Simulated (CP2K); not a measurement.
CP2K run on NiS2 (P1, 6 atoms in the cell): self-consistent single point.

Method of the run: CP2K with PBEsol, GPW, DZVP-MOLOPT-SR-GTH basis, GTH-PBE potentials (GTH_POTENTIALS).

The change in words: atoms moved at random. Reference geometry:
```
CELL_PARAMETERS angstrom
      4.07766     0.00000     0.00000
      0.00000     5.20147     0.00000
     -2.01029     0.00000     4.88022
ATOMIC_POSITIONS crystal
  Ni 0.75106 0.83360 0.74947
  Ni 0.24894 0.33360 0.25053
  S  0.26741 0.95001 0.41712
  S  0.73259 0.45001 0.58288
  S  0.76670 0.21643 0.91754
  S  0.23330 0.71643 0.08246
```

Reference input (self-consistent single point, DFT PBEsol, GPW, DZVP-MOLOPT-SR-GTH basis, GTH-PBE potentials (GTH_POTENTIALS)): CUTOFF = 600 Ry; REL_CUTOFF = 60 Ry; SMEAR/METHOD = FERMI_DIRAC; ELECTRONIC_TEMPERATURE = 232.09 K; KPOINTS/SCHEME = MONKHORST-PACK 6 5 5; GAMMA_CENTERED = T; XC_FUNCTIONAL = PBE:PBESOL; Ni/BASIS_SET = DZVP-MOLOPT-SR-GTH; Ni/POTENTIAL = GTH-PBE-q18; S/BASIS_SET = DZVP-MOLOPT-SR-GTH; S/POTENTIAL = GTH-PBE-q6; METHOD = GPW. This run's input differs from it in these lines:

```diff
@@ -73,8 +73,8 @@
       SCALED
-      Ni       0.75106000     0.83360000     0.74947000
-      Ni       0.24894000     0.33360000     0.25053000
-      S        0.26741000     0.95001000     0.41712000
-      S        0.73259000     0.45001000     0.58288000
-      S        0.76670000     0.21643000     0.91754000
-      S        0.23330000     0.71643000     0.08246000
+      Ni       0.76692400     0.83805600     0.74793700
+      Ni       0.24093100     0.33251700     0.25637700
+      S        0.26219900     0.94473400     0.41571800
+      S        0.72946400     0.43600700     0.57954200
+      S        0.77283200     0.21888500     0.92127400
+      S        0.22765100     0.72988200     0.07915100
     &END COORD
```

Output, abridged:

```
 SCF WAVEFUNCTION OPTIMIZATION

  Step     Update method      Time    Convergence         Total energy    Change
     1 NoMix/Diag. 0.40E+00      -     1.42822930      -379.7646363700 -3.80E+02
     2 Broy./Diag. 0.40E+00      -     0.30651135      -372.4167155338  7.35E+00
     3 Broy./Diag. 0.40E+00      -     0.18362727      -388.9418245594 -1.65E+01
     4 Broy./Diag. 0.40E+00      -     0.05385683      -378.2413585494  1.07E+01
     5 Broy./Diag. 0.40E+00      -     0.04632124      -380.1944218861 -1.95E+00
     6 Broy./Diag. 0.40E+00      -     0.02276461      -379.0574009863  1.14E+00
   [... 5 lines left out ...]
    12 Broy./Diag. 0.40E+00      -     0.00001021      -378.9895737976 -8.68E-04
    13 Broy./Diag. 0.40E+00      -     0.00000598      -378.9896739399 -1.00E-04
    14 Broy./Diag. 0.40E+00      -     0.00000198      -378.9897478058 -7.39E-05
    15 Broy./Diag. 0.40E+00      -     0.00000100      -378.9897610066 -1.32E-05
  *** SCF run converged in    15 steps ***

  Overlap energy of the core charge distribution:               0.00000000092069
  Self energy of the core charge distribution:               -618.99657166382417
  Core Hamiltonian energy:                                    167.55447943419466
  Hartree energy:                                             114.85273312147103
  Exchange-correlation energy:                                -42.40036643037042
  Electronic entropic energy:                                  -0.00003546921180
  Fermi energy:                                                 0.25344588848965

  Total energy:                                              -378.98976100657137
  Total energy (extrapolated to T->0):                       -378.98974327196549

                     Mulliken Population Analysis

   [... lines left out ...]

 STRESS| Analytical stress tensor [bar]
 STRESS|                        x                   y                   z
 STRESS|      x        1.25034724166E+03  -2.48439894959E+03   5.85729772482E+03
 STRESS|      y       -2.48439894959E+03  -1.13797746455E+04   1.86552748917E+03
 STRESS|      z        5.85729772482E+03   1.86552748917E+03   1.69215661246E+04
 STRESS| 1/3 Trace                                             2.26404624026E+03
```

The run converged in 15 iterations. Against the reference run the free energy rises by 23.5 meV/atom, the pressure goes from -0.29 to 0.23 GPa and the largest force goes from 0.371 to 1.441 eV/Å.

The starting cell comes from a database of computed structures (which also holds hypothetical and non-ambient phases and stackings), without a prior relaxation at this level. For this run, on top of that: atoms moved at random. Spin polarisation is off, so a magnetic state, if there is one, cannot be reached. Values carry the incompleteness of an atom-centred basis. The potentials were made for another functional than the one used. Forces in this geometry exceed 1 eV/Å.

Cost on one core of a shared machine: roughly 60 s.
